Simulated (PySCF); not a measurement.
PySCF 2.14.0, PBE/def2-svp, df: Mo(S)(F)4 ([F][Mo]([F])([F])([F])=[S]), 6 atoms. The geometry is a generated start, not checked to be a minimum at this level.

| Property | Value |
|---|---|
| task | energy |
| method | pbe |
| basis | def2-svp |
| two-electron scheme | density fitting |
| mol.max_memory | 3000 MB |
| mf.max_cycle | 100 |
| mf.init_guess | minao (default) |
| mf.DIIS | CDIIS (default) |
| mf.diis_space | 8 (default) |
| mf.conv_tol | 1e-09 (default) |
| mf.grids.level | 3 (default) |
| effective core potentials | those of the basis set, past Kr |
| basis functions | 105 |
| grid points | 98368 |

```xyz
6

Mo     0.0275    -0.0216     0.0255
S      1.4075    -1.0887     1.2704
F     -1.1481     0.8879    -1.0366
F      0.2711     1.5727     0.7929
F      0.8546    -0.3685    -1.5190
F     -1.4125    -0.9818     0.4668
```

Charge 0 and multiplicity 1 are set for this test and not shown to be the ground state.

One run each on 2 threads, 1 BLAS thread. Values of level_shift (Hartree) tried: 0 (default), 0.1, 0.3, 1.

Question: Predict the course of the Fock builds along this series.

Answer: Fewest Fock builds, within one of each other: 0 (default) with 17, 0.1 with 17. The run ends without SCF convergence in 100 cycles at 0.3, 1.

| level_shift (Hartree) | Fock builds | end |
|---|---|---|
| 0 (default) | 17 | same solution |
| 0.1 | 17 | same solution |
| 0.3 | 23 | no convergence |
| 1 | 63 | no convergence |
